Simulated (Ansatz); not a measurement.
# A computed series for ZrSe2: pressure series

Take ZrSe2 in the CdI2 type structure (space group P-3m1, No. 164; a = 3.735 Å, c = 6.032 Å; layered, stacked along the Cartesian z axis) as the base.

Cell and atoms are relaxed at each pressure.

The values are results of DFT with PBE-D3(BJ), PAW potentials and a 420 eV plane-wave cutoff in Ansatz (a program for electronic structure), without spin-orbit coupling, not measurements.

Q: Only one of these has a band gap. Which?
(A) pressure 5 GPa
(B) pressure 0.3 GPa
(C) pressure −1 GPa
(D) pressure 7.5 GPa

A: C, pressure −1 GPa. Computed: pressure 7.5 GPa: zero; pressure 5 GPa: zero; pressure 0.3 GPa: zero; pressure −1 GPa: 0.22 eV

Load acts through the strain it causes; cell and atoms are relaxed under it. No phonon test of stability was made. Competing high-pressure phases were not computed. The final runs are not spin-polarised. Gaps under 0.05 eV, about the width of the smearing, are given as zero. The zero or small gap of ZrSe2 can change with the level of theory.
